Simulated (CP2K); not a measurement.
Worked example: self-consistent single point of PbSe2 (I4/mcm, 6 atoms in the cell) in CP2K.

Method of the run: LDA (Pade form), GPW, TZVP-MOLOPT-SR-GTH basis, GTH-PADE potentials (GTH_POTENTIALS) (CP2K 2026.2).

```xyz
6
Lattice="5.9833 0.0000 0.0000 -0.9503 5.9074 0.0000 -2.5165 -2.9537 4.5545" Properties=species:S:1:pos:R:3 pbc="T T T"
Pb     1.2583     1.4768     0.0000
Pb     3.7748     4.4305     0.0000
Se     1.7334    -1.4768     3.4598
Se     0.7831     4.4305     1.0947
Se    -0.8333     0.7099     2.2772
Se     3.3498     2.2437     2.2772
```

Reference input (self-consistent single point, DFT LDA (Pade form), GPW, TZVP-MOLOPT-SR-GTH basis, GTH-PADE potentials (GTH_POTENTIALS)): CUTOFF = 400 Ry; REL_CUTOFF = 50 Ry; SMEAR/METHOD = GAUSSIAN; SIGMA = 0.2 eV; KPOINTS/SCHEME = MONKHORST-PACK 4 4 4; GAMMA_CENTERED = T; XC_FUNCTIONAL = PADE; Pb/BASIS_SET = TZVP-MOLOPT-SR-GTH; Pb/POTENTIAL = GTH-PADE-q4; Se/BASIS_SET = TZVP-MOLOPT-SR-GTH; Se/POTENTIAL = GTH-PADE-q6; METHOD = GPW. This run's input differs from it in these lines:

```diff
@@ -40,4 +40,3 @@
     &KPOINTS
-      SCHEME MONKHORST-PACK 4 4 4
-      GAMMA_CENTERED T
+      SCHEME MONKHORST-PACK 7 7 7
     &END KPOINTS
```

Output, abridged:

```
 SCF WAVEFUNCTION OPTIMIZATION

  Step     Update method      Time    Convergence         Total energy    Change
     1 NoMix/Diag. 0.20E+00      -     0.71108322       -45.4278772064 -4.54E+01
     2 Broy./Diag. 0.20E+00      -     0.10652709       -45.3264415495  1.01E-01
     3 Broy./Diag. 0.20E+00      -     0.50584209       -45.3053064112  2.11E-02
     4 Broy./Diag. 0.20E+00      -     0.02226298       -45.5091239084 -2.04E-01
     5 Broy./Diag. 0.20E+00      -     0.09605176       -45.3520795983  1.57E-01
     6 Broy./Diag. 0.20E+00      -     0.00290574       -45.3166719124  3.54E-02
   [... 6 lines left out ...]
    13 Broy./Diag. 0.20E+00      -     0.00001130       -45.3144872674 -1.41E-05
    14 Broy./Diag. 0.20E+00      -     0.00000100       -45.3144934073 -6.14E-06
    15 Broy./Diag. 0.20E+00      -     0.00000047       -45.3144930513  3.56E-07
    16 Broy./Diag. 0.20E+00      -     0.00000004       -45.3144935666 -5.15E-07
  *** SCF run converged in    16 steps ***

  Overlap energy of the core charge distribution:               0.00000000929838
  Self energy of the core charge distribution:                -94.26897161636244
  Core Hamiltonian energy:                                     20.34072723155254
  Hartree energy:                                              38.75640711294260
  Exchange-correlation energy:                                -10.14229675426786
  Smearing free energy correction:                             -0.00035954981009
  Fermi energy:                                                 0.15201231257956

  Total energy:                                               -45.31449356664731
  Total energy (extrapolated to sigma->0):                    -45.31431379174226

   [... lines left out ...]

 STRESS| Analytical stress tensor [bar]
 STRESS|                        x                   y                   z
 STRESS|      x       -2.36781104709E+04  -1.34085229783E+03   7.65875483297E-03
 STRESS|      y       -1.34085229783E+03  -2.41094784428E+04   1.23357699900E-02
 STRESS|      z        7.65875483297E-03   1.23357699900E-02  -2.25355904185E+04
 STRESS| 1/3 Trace                                            -2.34410597774E+04
```

The run converged in 16 iterations. Against the reference run the free energy rises by 1.1 meV/atom, the pressure stays at -2.34 GPa and the largest force moves little (0.415 to 0.414 eV/Å).

The starting cell comes from a database of computed structures (which also holds hypothetical and non-ambient phases and stackings), without a prior relaxation at this level. Its lattice was rescaled by a random factor within 2.5 % of one. Values carry the incompleteness of an atom-centred basis. The run gives no clean gap (levels at the Fermi energy touch, overlap or are partly filled at this smearing), which alone does not show that the compound is a metal.

Cost on one core of a shared machine: roughly 2 min.
